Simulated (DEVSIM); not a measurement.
System: abrupt Si p-n junction, at 350 K.

Layer 1 from the left is Si, thickness (μm) 1.00, Na (cm⁻³) 1.5e18, τn (s) 2.4e-6, τp (s) 2.4e-6. Layer 2 from the left is Si, thickness (μm) 140, Nd (cm⁻³) 1.8e17, τn (s) 2.4e-6, τp (s) 2.4e-6.

Left contact: ohmic. Right contact: ohmic. Voltage is applied to the left contact. Recombination: SRH at mid-gap. Mobility is μmin + (μ − μmin)/(1 + (N/Nref)^α).

Constants are typed, rounded textbook-type inputs, not results; the design itself was drawn at random and stands for no fabricated device. Values at 300 K; Nc and Nv go as T^1.5, mobilities as T to minus their exponent, the gap by Varshni's rule with the affinity fixed.

Si: gap (eV) 1.124, affinity (eV) 4.05, permittivity 11.7, Nc (cm⁻³) 2.86e19, Nv (cm⁻³) 3.1e19, μn (cm²/Vs) 1417, μp (cm²/Vs) 470, μn,min 52, μp,min 45, Nref,n 9.7e16, Nref,p 2.2e17, αn 0.68, αp 0.72, T exponent of μn 2.3, T exponent of μp 2.2, Varshni α (eV/K) 0.000473, Varshni β (K) 636.

Q: Estimate by hand the built-in potential, the peak field at zero bias, and compare with a numerical solution.

A: 
- Built-in potential: ni = √(Nc Nv) exp(−Eg/2kT) = 3.78e11 cm⁻³ with Eg = 1.111 eV; Vbi = kT/q ln(Na Nd/ni²) = 0.853 V; numerical 0.853 V.
- Peak field at zero bias: depletion approximation: W = √(2εVbi/(qN)) = 0.0828 μm with N = 1.61e17 cm⁻³; field = 2Vbi/W = 206000 V/cm; numerical 199000 V/cm (estimate above by 3.3 %).

DEVSIM, 1D drift-diffusion, Boltzmann statistics, complete ionisation; no tunnelling, impact ionisation, image-force lowering or self-heating.
